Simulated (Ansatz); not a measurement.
# PbTe, pressure series

The reference is PbTe in the rock salt structure (space group Fm-3m, No. 225; a = 6.442 Å).

Cell and atoms are relaxed at each pressure.

Levels (all Ansatz, a first-principles code, PAW): PBEsol (420 eV, without spin-orbit coupling); r2SCAN (500 eV, scalar-relativistic without spin-orbit coupling); HSE06 (420 eV, no spin-orbit coupling).

Band gaps by level, all at the geometries relaxed with PBEsol:

```json
[
 {"case": "base", "PBEsol": "0.65 eV", "r2SCAN": "1.00 eV", "HSE06": "1.09 eV"},
 {"case": "pressure −2 GPa", "PBEsol": "0.75 eV", "r2SCAN": "1.10 eV", "HSE06": "1.21 eV"},
 {"case": "pressure −1 GPa", "PBEsol": "0.70 eV", "r2SCAN": "[?]", "HSE06": "1.15 eV"},
 {"case": "pressure 3 GPa", "PBEsol": "0.51 eV", "r2SCAN": "[?]", "HSE06": "0.92 eV"},
 {"case": "pressure 7 GPa", "PBEsol": "0.34 eV", "r2SCAN": "0.66 eV", "HSE06": "[?]"},
 {"case": "pressure 15 GPa", "PBEsol": "zero", "r2SCAN": "0.34 eV", "HSE06": "0.37 eV"},
 {"case": "pressure 50 GPa", "PBEsol": "zero", "r2SCAN": "zero", "HSE06": "–"},
 {"case": "pressure 100 GPa", "PBEsol": "zero", "r2SCAN": "zero", "HSE06": "–"}
]
```

### Question
Some entries are withheld; estimate them.

### Answer

- pressure −1 GPa, r2SCAN: 1.05 eV
- pressure 3 GPa, r2SCAN: 0.85 eV
- pressure 7 GPa, HSE06: 0.72 eV

Single points use the geometry relaxed with PBEsol. HSE06 gaps are upper bounds (no full band path). The mesh was chosen for an insulator and is coarse for the gapless case. With Pb and Te present, leaving out spin-orbit coupling can change the band edges. Load acts through the strain it causes; cell and atoms are relaxed under it. Stability against distortions was not tested. Competing high-pressure phases were not computed. All final runs are without spin polarisation. Gaps under 0.05 eV, about the width of the smearing, are given as zero. The zero or small gap of PbTe under pressure 15 GPa and PbTe under pressure 50 GPa can change with the level of theory.
